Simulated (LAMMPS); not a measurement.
MD of Cu (fcc) at zero pressure, 2048 atoms, as a crystal; each row is its own run.

Model: classical MD, pair style adp, file AlCu.adp; code LAMMPS.

```csv
T (K),volume (Å³/atom)
200,11.920
300,11.977
610,12.170
810,12.309
1020,12.472
1430,12.863
```

Task: Fit a straight line, y = a + b x, to these rows (x is the first column, y the second) and predict the run at x = 1220.

Result: Least squares gives a = 11.736 and b = 0.0007546. At x = 1220 the fit predicts 12.656 Å³/atom. The run itself gave 12.6472 ± 0.0009 Å³/atom, so the fit is 0.071 % high.

Caution (row 1430): this crystal lies over the melting point of about 1330 K that EAM-type AlCu.adp gives, so it is superheated.
